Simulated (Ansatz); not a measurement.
Input of the mobility step, r2SCAN, finite-displacement electron-phonon coupling, linearised Boltzmann equation run with Ansatz (an electronic-structure program), Si (Fd-3m). Condition of this run: hydrostatic pressure 9 GPa (the target of the relaxation).

Ansatz 0.2 input:
```
crystal:
  lattice:
    - [0.0, 2.6516456267, 2.6516456267]
    - [2.6516456267, 0.0, 2.6516456267]
    - [2.6516456267, 2.6516456267, 0.0]
  atoms:
    - { symbol: Si, position: [0.0, 0.0, 0.0] }
    - { symbol: Si, position: [0.25, 0.25, 0.25] }
kpoints:
  mp_grid: { grid: [8, 8, 8] }
hamiltonian:
  xc: r2scan
  pseudopotentials: { kind: paw }
scf:
  occupations: { method: fixed }
phonons:
  supercell: [4, 4, 4]
  carrier_mobility: { temperatures: [150, 200, 250, 300, 350, 400, 500, 600] }
```

An excerpt of its output:

```
--- Carrier mobility (electrons): potentials and phonons of a 4×4×4 supercell ---
  scattering by the run's harmonic phonons alone; scattering by impurities, by other carriers and their screening is left out, and so is spin–orbit coupling
  band edge at 7.5584 eV
  valley at (0.0000 0.4216 0.4216), 6 points alike, 0.00 meV above the edge
  a displaced site's charge and quadrupole, each over the dielectric constant: up to 0.000 e and 0.517 e·Å; the charges' sum missed by 0.105 e
  the run chose the mesh 102×102×102 (1.5 steps from a valley's bottom to the thermal energy of 150 K, as the couplings on a denser one leave too little of the memory); type phonons.carrier_mobility.mesh for another
  mobility, cm²/(V·s), of a tensor a third of its trace; what the velocities' spread within the cells of the mesh adds; mean energy transported, in kT; Lorenz number, in (k/e)²:
           mesh  steps/k_T     T (K)         cm⁻³     solution         MRTA        SERTA  in cells    energy    Lorenz
    102×102×102       1.45    150.00          few     7.7733e3     7.7438e3     7.5052e3    8.14 %     1.828     1.453
    102×102×102       1.68    200.00          few     4.2812e3     4.2687e3     4.1489e3    6.19 %     1.757     1.300
    102×102×102       1.88    250.00          few     2.6206e3     2.6146e3     2.5491e3    5.06 %     1.703     1.250
    102×102×102       2.05    300.00          few     1.7379e3     1.7347e3     1.6959e3    4.32 %     1.665     1.250
    102×102×102       2.22    350.00          few     1.2244e3     1.2226e3     1.1979e3    3.81 %     1.639     1.273
    102×102×102       2.37    400.00          few     9.0338e2     9.0227e2     8.8575e2    3.43 %     1.621     1.306
    102×102×102       2.65    500.00          few     5.4370e2     5.4319e2     5.3489e2    2.90 %     1.603     1.386
    102×102×102       2.91    600.00          few     3.5966e2     3.5938e2     3.5478e2    2.53 %     1.602     1.469
       51×51×51       0.73    150.00          few     8.2589e3     8.2268e3     8.1906e3   31.21 %     1.760     1.447
       51×51×51       0.84    200.00          few     4.4227e3     4.4093e3     4.3812e3   24.39 %     1.719     1.304
       51×51×51       0.94    250.00          few     2.6711e3     2.6647e3     2.6464e3   20.20 %     1.680     1.255
       51×51×51       1.03    300.00          few     1.7590e3     1.7556e3     1.7436e3   17.39 %     1.650     1.254
       51×51×51       1.11    350.00          few     1.2344e3     1.2325e3     1.2243e3   15.37 %     1.628     1.276
       51×51×51       1.19    400.00          few     9.0862e2     9.0742e2     9.0169e2   13.85 %     1.613     1.308
       51×51×51       1.33    500.00          few     5.4543e2     5.4488e2     5.4183e2   11.69 %     1.599     1.387
       51×51×51       1.45    600.00          few     3.6039e2     3.6009e2     3.5838e2   10.22 %     1.598     1.470
  SERTA leaves out what is scattered into a state
  not converged in the mesh: from the mesh of half the divisions the mobility moves by up to 6.25 %; 8.1 % of it stand in the velocities' spread within the cells; MRTA moves by up to 6.24 %
  the changes of the potential over all sites missed a rigid shift's by 0.01 % (the site terms' by 0.13 %, the kinetic term's by 0.09 %)
  the long waves of the potentials, up to 0.513 1/Å, are read off 3 elongated supercells
  the phonons are corrected at the wavevectors of the elongated supercells: the repeat alone misses a frequency there by up to 8.71 %, and what leaves one of them out by up to 5.99 %
```

Scattering by harmonic phonons alone: no impurities, screening or carrier-carrier scattering, bands fixed at 0 K. From a coarser fine mesh the values given move by up to 6 %. The mesh was bound by memory.
